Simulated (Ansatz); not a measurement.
The starting structures come from a database of crystals and need not be the phases stable at ambient conditions.

Tunnelling through a barrier is set by its complex band structure: the current falls as exp(−2κd) with the smallest κ.

```yaml
crystal:
  lattice:
    - [6.89615, 0.00000, 0.00000]
    - [2.93374, 8.14097, 0.00000]
    - [-1.98121, 4.07049, 2.61368]
  atoms:
    - { symbol: Ca, position: [0.00000, 0.00000, 0.00000] }
    - { symbol: Ca, position: [0.59377, 0.79688, 0.00000] }
    - { symbol: Ca, position: [0.40623, 0.20312, 0.00000] }
    - { symbol: P, position: [0.18996, 0.59498, 0.00000] }
    - { symbol: P, position: [0.81004, 0.40502, 0.00000] }
    - { symbol: O, position: [0.02593, 0.27283, 0.48025] }
    - { symbol: O, position: [0.97408, 0.72717, 0.51975] }
    - { symbol: O, position: [0.54567, 0.75309, 0.51975] }
    - { symbol: O, position: [0.45433, 0.24691, 0.48025] }
    - { symbol: O, position: [0.02593, 0.27283, 0.00000] }
    - { symbol: O, position: [0.97408, 0.72717, 0.00000] }
    - { symbol: O, position: [0.35313, 0.67656, 0.00000] }
    - { symbol: O, position: [0.64687, 0.32344, 0.00000] }
```

Space group of this cell: R-3m. The cell is taken as given; by r2SCAN its mean pressure is 1.9 GPa.

Transport runs along the normal of the first two printed cell vectors, the (110) plane of the conventional cell.

The gap is the functional's own, uncorrected, and κ follows it; spin-orbit coupling is left out. Mid-gap values are interpolated between the computed energies.

**Question.** Compute, with r2SCAN (Ansatz, a quantum-chemistry and plane-wave program), the band gap and the smallest decay constant κ at mid-gap.

**Answer.** Gap 6.33 eV on a 12×12×12 mesh; κ = 0.450 1/Å, at the zone centre.
